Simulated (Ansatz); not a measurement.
**HgTe (P3₁21, No. 152, 6 atoms in the cell; start mp-358; a measured phase of this formula has another space group)**

All values below come from PBE0 (Ansatz, a quantum-chemistry and plane-wave program, plane waves, PAW).

Numerical settings: plane-wave cutoff 460 eV, 6×6×2 k mesh (along the axes of the cell as run), Fermi–Dirac smearing 0.01 eV, scalar-relativistic PAW data made under PBE.

Cell (relaxed with PBEsol):

```cif
data_Hg3Te3
_chemical_formula_sum 'Hg3 Te3'
_space_group_name_H-M_alt 'P3121'
_space_group_IT_number 152
_space_group_name_Hall 'P 31 2"'
_cell_length_a 4.51289
_cell_length_b 4.51289
_cell_length_c 10.15524
_cell_angle_alpha 90.000
_cell_angle_beta 90.000
_cell_angle_gamma 120.000
loop_
_atom_site_label
_atom_site_type_symbol
_atom_site_symmetry_multiplicity
_atom_site_Wyckoff_symbol
_atom_site_fract_x
_atom_site_fract_y
_atom_site_fract_z
_atom_site_occupancy
Hg1 Hg 3 a 0.35677 0.35677 0.00000 1
Te1 Te 3 b 0.45882 0.45882 0.50000 1
```

For HgTe (P3₁21, No. 152, 6 atoms in the cell; start mp-358; a measured phase of this formula has another space group), the band gap is 1.34 eV (on the SCF k mesh). The smallest direct gap on the k points sampled is 1.59 eV.

Note: cell and atoms aren't relaxed at this level (largest force component 0.17 eV/Å, pressure 1.7 GPa).

Spin–orbit coupling is not included; with these elements it can move the gap by several tenths of an eV or more.

Computing time: very roughly 9 core-minutes.

A start named mp-… is a Materials Project structure, which need not be a measured phase.
